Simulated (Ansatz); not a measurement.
Start from Os in the diamond structure (space group Fd-3m, No. 227; a = 5.5567 Å; a hypothetical phase, not in the database extracts checked; relaxed with 0.1 eV smearing). Axes: x, y, z lie along the cube axes.

Computed with PBE (Ansatz, a first-principles code; PAW; 420 eV plane waves; spin-orbit coupling left out).

Now apply this change: uniaxial strain ε_zz = −1.17 %, all other strain components held at zero; the atoms relax in the strained cell.

Predict the stress tensor and what it implies for the stiffness.

Stress of the strained cell less that of the base (GPa, compression positive):
```
    2.4     0.0     0.0
    0.0     2.4     0.0
    0.0     0.0     2.5
```

Then −Δσ_ii/ε with ε = -0.0117 gives relaxed-ion elastic constants: C33 ≈ 216 GPa, C13 ≈ 207 GPa and C23 ≈ 207 GPa.

Stability against distortions was not tested. All final runs are without spin polarisation.
